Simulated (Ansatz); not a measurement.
Take MoSe$_{2}$ (space group P6_3/mmc, No. 194; layered, stacked along the Cartesian z axis) as the base.

```yaml
crystal:
  lattice:
    - [3.27700, 0.00000, 0.00000]
    - [-1.63850, 2.83796, 0.00000]
    - [0.00000, 0.00000, 12.73101]
  atoms:
    - { symbol: Mo, position: [0.33333, 0.66667, 0.25000] }
    - { symbol: Mo, position: [0.66667, 0.33333, 0.75000] }
    - { symbol: Se, position: [0.33333, 0.66667, 0.61852] }
    - { symbol: Se, position: [0.66667, 0.33333, 0.11852] }
    - { symbol: Se, position: [0.66667, 0.33333, 0.38148] }
    - { symbol: Se, position: [0.33333, 0.66667, 0.88148] }
```

The values are results of Ansatz (a program for electronic structure) PBE-D3(BJ), no spin-orbit coupling, earlier PAW set, not measurements.

It is then changed as follows: 0.355 electrons added to each cell, a density of 3.0×10^21 cm⁻³, with a uniform compensating background at fixed cell and a 300 K Fermi–Dirac width.

Q: Predict the new Fermi level from band edge and largest internal atomic displacement.

A: The Fermi level relative to the doped band's edge (positive inside the band; to 0.05 eV) amounts to +0.40 eV; the largest internal atomic displacement amounts to 0.013 Å.

Carriers are added with a uniform compensating background; total energy and stress of such cells depend on the potential's zero and are not compared; many-body gap narrowing is missing at this level. Stability against distortions was not tested.
